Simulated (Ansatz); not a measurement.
Functionals compared on a constructed model of the (100) surface of fcc Ir, a pseudomorphic layer of V in the host's stacking (bottom of the slab: a bare face, its two planes held), in Ansatz (plane waves, PAW). The structure was relaxed with PBE; the other rows are single points on it. Cutoff 420 eV.

Model: 7-atom slab, 12.0 Å thick at the start, 14x14x1 mesh, Fermi-Dirac 0.1 eV, dipole correction, 2 atoms held, the rest relaxed; held to the start's symmetry, so lower structures may exist; spin-polarised, no spin-orbit, no U. The starting moment vanished. It is one candidate, not shown to be the stable structure of the face. These notes are the PBE run's. The rows end in different magnetic states.

```json
[
 {"functional": "PBE", "work function of the top face (eV)": "4.63", "magnetic moment of the cell (μB)": "0.00", "rough cost of the single point": "–"},
 {"functional": "RPBE", "work function of the top face (eV)": "4.44", "magnetic moment of the cell (μB)": "0.39", "rough cost of the single point": "about 3 core-minutes (a rough figure)"}
]
```

Ansatz is a first-principles code.
